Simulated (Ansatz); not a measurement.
Data:

```
CELL_PARAMETERS angstrom
      3.05380     0.00000     0.00000
     -1.52690     2.59281     0.00000
      0.00000     0.00000     3.15953
ATOMIC_POSITIONS crystal
  Ti 0.00000 0.00000 0.00000
  B  0.66703 0.33407 0.50000
  B  0.33297 0.66593 0.50000
```

No spin polarisation.

Calculations: LDA/PAW in Ansatz (a quantum-chemistry and plane-wave program), no SOC. k-mesh 13×13×10 (Γ-centred); smearing 0.05 eV (Fermi–Dirac).

### Question
What is the computed space group?

### Answer
Cmmm (No. 65).

### Question
Predict the pressure (mean of the normal stresses, compression positive).

### Answer
-5.6 GPa.

### Question
Predict the band gap.

### Answer
Zero.

A case with no gap was solved on a k-mesh chosen for an insulator, which is coarse for it. The cells carry an imposed strain or load. Whether these cells are dynamically stable was not tested. All final runs are without spin polarisation. The cell was made from TiB2 (space group P6/mmm, No. 191) by this change: uniaxial strain ε_xx = +2.00 %.
